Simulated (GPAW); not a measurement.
Input and output of a self-consistent single point for F₂ (C2/c, 4 atoms in the cell) (GPAW).

Method of the run: LDA (Perdew-Wang 92), GPAW PAW datasets LDA (gpaw-data 1.0.1) (plane waves; GPAW 25.7.0).

```
F2
1.0
    2.55632    -1.58403     0.00000
    2.55632     1.58403     0.00000
   -0.56211     0.00000     6.59771
F
4
Cartesian
  3.52689   0.50610   3.94517
  1.02364  -0.50610   2.65254
  0.74259   0.50610   5.95140
  3.80794  -0.50610   0.64631
```

Reference input (self-consistent single point, DFT PBEsol, plane waves, GPAW PAW datasets PBEsol (made by gpaw-setup)): mode = pw; ecut = 900 eV; xc = PBEsol; kpts = 10 10 4; mesh shift (steps) = 0 0 0; occupations.name = fermi-dirac; occupations.width = 0 eV; nbands = -4; convergence.density = 1e-05 e/electron; convergence.energy = 1e-05 eV/electron; convergence.bands = -2; symmetry.symmorphic = false. This run's input differs from it in these lines:

```diff
@@ -15,3 +15,3 @@
 calc = GPAW(mode={'name': 'pw', 'ecut': 900},
-            xc='PBEsol',
+            xc='LDA',
             kpts={'size': (10, 10, 4), 'gamma': True},
```

Its files differ too (potentials: GPAW PAW datasets LDA (gpaw-data 1.0.1)).

Log, with long lists cut:

```
     iter     time        total  log10-change:
                         energy   eigst   dens
iter:   1 --:--:--   -10.557977   +0.11
iter:   2 --:--:--   -10.369578   -1.11  -1.11
iter:   3 --:--:--    -8.929082   -1.16  -1.14
iter:   4 --:--:--    -8.899731   -2.12  -1.76
iter:   5 --:--:--    -8.856628   -2.28  -1.94
   [... 2 lines left out ...]
iter:   8 --:--:--    -8.848510   -4.05  -2.85
iter:   9 --:--:--    -8.848752   -3.39  -3.30
iter:  10 --:--:--    -8.848452   -3.97  -3.03
iter:  11 --:--:--    -8.848453   -5.13  -4.12
iter:  12 --:--:--    -8.848453c  -6.89  -4.39
iter:  13 --:--:--    -8.848457c  -5.47  -4.47
iter:  14 --:--:--    -8.848453c  -6.29  -4.03
iter:  15 --:--:--    -8.848453c  -6.53  -4.36
iter:  16 --:--:--    -8.848453c  -6.88  -4.61
iter:  17 --:--:--    -8.848453c  -7.13  -4.69
iter:  18 --:--:--    -8.848453c  -7.34  -4.73
iter:  19 --:--:--    -8.848453c  -6.77  -5.13c
iter:  20 --:--:--    -8.848453c  -6.97  -4.75
iter:  21 --:--:--    -8.848453c  -8.41c -5.22c
Converged after 21 iterations.

Dipole moment: (0.000000, 0.000000, 0.000000) |e|*Ang

Energy contributions relative to reference atoms: (reference = -10795.835169)

Kinetic:        +10.055939
Potential:       -8.942154
External:        +0.000000
XC:             -10.123039
Entropy (-ST):   +0.000000
Local:           +0.160801
SIC:             +0.000000
--------------------------
Free energy:     -8.848453
Extrapolated:    -8.848453

Showing only first 2 kpts
 Kpt  Band  Eigenvalues  Occupancy
  0    12     -3.75556    2.00000
  0    13     -3.69594    2.00000
  0    14     -1.18749    0.00000
  0    15     -0.04669    0.00000

  1    12     -3.74668    2.00000
  1    13     -3.70458    2.00000
  1    14     -1.02350    0.00000
  1    15     -0.22295    0.00000

Fermi level: -2.44171

Gap: 2.508 eV
Transition (v -> c):
   [... lines left out ...]
Energy (eV): -8.848453

Forces in eV/Ang:
  0 F     0.01313    0.22792   -0.47031
  1 F    -0.01313   -0.22792    0.47031
  2 F    -0.01313    0.22792    0.47031
  3 F     0.01313   -0.22792   -0.47031

Stress tensor:
     0.021292     0.000000    -0.001804
     0.000000     0.029428     0.000000
    -0.001804     0.000000     0.052773
Stress (GPa, Voigt): [ 3.4114  4.7149  8.4551  0.     -0.289   0.    ]
```

The run converged in 21 iterations. GPAW prints stress with tension positive. Against the reference run the largest force goes from 0.278 to 0.523 eV/Å and the gap on the mesh goes from 2.677 to 2.508 eV.

At such cutoffs GPAW's stress carries a finite-basis (Pulay) error, which enters relaxed cells too; its log prints stress with tension positive.

The starting cell comes from a database of computed structures (which also holds hypothetical and non-ambient phases and stackings), without a prior relaxation at this level.

Cost on one core of a shared machine: roughly 3 min.
